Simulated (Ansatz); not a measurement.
The parent structure is Pt in the fcc (Cu type) structure (space group Fm-3m, No. 225; a = 3.940 Å). Axes: x, y, z lie along the cube axes.

Structures relaxed with r2SCAN, PAW, 500 eV (Ansatz, an electronic-structure program; no spin-orbit coupling).

Base:

Simulated powder pattern, Cu Kα, λ = 1.54184 Å (kinematic, ideal powder, no thermal factors, no anomalous dispersion; the 8 strongest lines at most, above 2 %, up to 2θ = 90°):

| 2θ (°) | I/Imax (%) | hkl |
|---|---|---|
| 39.62 | 100 | (111) |
| 46.07 | 49 | (200) |
| 67.20 | 33 | (220) |
| 80.92 | 40 | (311) |
| 85.34 | 12 | (222) |

After one change:

Simulated powder pattern, Cu Kα, λ = 1.54184 Å (kinematic, ideal powder, no thermal factors, no anomalous dispersion; the 8 strongest lines at most, above 2 %, up to 2θ = 90°):

```tsv
2θ (°)	I/Imax (%)
39.48	100
45.57	17
46.07	32
66.81	22
67.20	11
80.10	13
80.83	26
84.98	12
```

**Question.** Name the change that was made.
A. isotropic strain −5.98 %
B. uniaxial strain ε_yy = +5.45 %
C. uniaxial strain ε_xx = +1.04 %
D. strain tensor (xx, yy, zz, yz, xz, xy) = (+2.25, −0.84, +1.92, +1.08, +0.16, +0.94) %

**Answer.** C, uniaxial strain ε_xx = +1.04 %. Its volume per atom is 15.45 Å³ against 15.29 Å³, and its space group is I4/mmm (No. 139).

No phonon test of stability was made. The final runs are not spin-polarised. Pt lies near a magnetic instability that expansion can trigger; it was not tested.
